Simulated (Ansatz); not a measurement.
## Phonon-limited transport in Pt (Fm-3m)

```
Pt
1.0
    0.00000     1.94651     1.94651
    1.94651     0.00000     1.94651
    1.94651     1.94651     0.00000
Pt
1
Direct
  0.00000   0.00000   0.00000
```

Level of theory: LDA, DFPT electron-phonon coupling, linearised Boltzmann equation (plane waves, PAW, scalar-relativistic; Ansatz, an electronic-structure program). Condition of this run: functional LDA. Cell: relaxed with this functional, without spin-orbit coupling.

```yaml
resistivity at 300 K: 7.1 μΩ·cm
resistivity at 77 K: 1.33 μΩ·cm
electron mean free path at 300 K (weighted by the current that each state carries): 6.4 nm
resistivity times mean free path for one path shared by all states (from the Fermi surface's area): 3.4 ×10⁻¹⁶ Ω·m²
electron-phonon coupling λ: 0.50
transport coupling λ_tr: 0.54
logarithmic_mean_phonon_energy: 10.7 meV
density of states at the Fermi level: 0.98 states/(eV·spin·cell)
drude_plasma_energy: 9.2 eV
```

A metal at this level (no band gap). Only scattering by harmonic phonons is included (no impurities, grain boundaries, electron-electron scattering or thermal expansion). Spin-orbit coupling is left out, which matters with elements this heavy. The self-energy correction of the phonons between q points moved λ by 6 %. Halving the electron mesh (36x36x36) moves the resistivity by up to 4 % at 300 K, the mean free path by up to 6 %, the coupling by up to 6 %. Smearing 0.20 eV; phonons on a 6x6x6 q mesh, which this run doesn't test and which matters most at low temperature.
